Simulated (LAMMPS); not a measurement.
System: a symmetric tilt boundary about [001] in Ni3Al (L1_2), boundary plane (410).

All values are model results, not measurements: classical MD, pair style eam/alloy, file NiAlH_jea.eam.alloy; code LAMMPS.

Σ17, energy 1.31 J/m² at 0 K; heated in steps, 60 ps sampled at each, free outer surfaces; steps at which the grains lost their order are left out.

```csv
T (K),disordered width (Å),disordered share in the grains
825,1.0,0.00
1155,1.6,0.00
1320,2.4,0.00
1485,…,0.00
1600,…,0.00
```

**Question.** Some entries are withheld; supply them.

**Answer.** 
- 1600, disordered width (Å): 10.8
- 1485, disordered width (Å): 5.0
